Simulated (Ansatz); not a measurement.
AuAg (R-3m, No. 166, 2 atoms in the cell; start mp-1229092) was calculated with LDA in Ansatz (PAW).

Run with plane-wave cutoff 520 eV, 22×22×22 k mesh, Fermi–Dirac smearing 0.05 eV, no spin polarisation, scalar-relativistic PAW data made under PBE.

Cell (relaxed at this level):

```
AgAu
1.0
    1.42363     0.82193     4.63587
   -1.42363     0.82193     4.63587
    0.00000    -1.64387     4.63587
Ag Au
1 1
Cartesian
  0.00000   0.00000   0.00000
  0.00000   0.00000   6.95381
```

Problem. What does this level give for the bulk modulus B0?

Solution. 
* **bulk modulus B0**: 167 GPa

The run finds no gap.

Note: the bulk modulus is −V dP/dV from two relaxed cells at ±2 % in volume; the relaxation could not lower the start's symmetry, so the cell can be a saddle point above a distorted one.

Spin–orbit coupling is not included; it can shift volumes and moduli of such heavy elements.

A start named mp-… is a Materials Project structure, which need not be a measured phase.

Ansatz is a first-principles code.
